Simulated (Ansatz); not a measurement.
**Hexagonal WC**

The numbers are results of r²SCAN-D4 (plane waves, PAW; Ansatz, an electronic-structure program), not measurements.

Numerical settings: plane-wave cutoff 500 eV, 18×18×14 k mesh (along the axes of the cell as run), Fermi–Dirac smearing 0.05 eV, no spin polarisation, scalar-relativistic PAW data made under PBE.

Cell (relaxed at this level):

```
WC
1.0
    1.45332    -2.51722     0.00000
    1.45332     2.51722     0.00000
    0.00000     0.00000     2.83167
W C
1 1
Cartesian
  0.00000   0.00000   0.00000
  1.45332   0.83907   1.41584
```

For hexagonal WC, the equilibrium volume per atom is 10.36 Å³/atom and the lattice constant a is 2.907 Å. The lattice parameter c comes out as 2.832 Å.

Measured, for comparison: lattice constant a 2.906 Å, lattice parameter c 2.837 Å (300 K, not corrected to a static lattice; as tabulated in Wikipedia's data pages). Computed (rounded) less measured: lattice constant a 0.0 %, lattice parameter c -0.2 %.

Spin–orbit coupling is not included.

Computed values are for the static lattice.
